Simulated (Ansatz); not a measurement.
In$_{2}$Au in the cubic Laves (MgCu2 type) structure (space group Fd-3m, No. 227; a hypothetical phase, not in the database extracts checked)

In$_{2}$Au is modelled in the cubic space group Fd-3m, origin choice 1 (No. 227), the cubic Laves (MgCu2 type) structure, Pearson symbol cF24. Lattice parameters: a = b = c = 8.300 Å, α = β = γ = 90.00°. In on 16c is surrounded by 6 In at 2.935 Å and 6 Au at 3.441 Å. Au on 8b is surrounded by 12 In at 3.441 Å and 4 Au at 3.594 Å. (Neighbours: up to the widest gap in distance over summed covalent radii, below 1.35, at either atom.)
(The calculation used a cell of 6 atoms; values per cell refer to that cell.)

Computed with DFT with PBEsol, PAW potentials and a 420 eV plane-wave cutoff in Ansatz (an electronic-structure program), no spin-orbit coupling. Γ-centred 10×10×10 mesh, Fermi–Dirac width 0.05 eV.

The volume per atom is 23.83 Å³, the density is 9.91 g/cm³ and the band gap is zero. The total energy is -8018.939 eV/atom (σ→0; compares only within this code and set-up).

Stability against distortions was not tested.
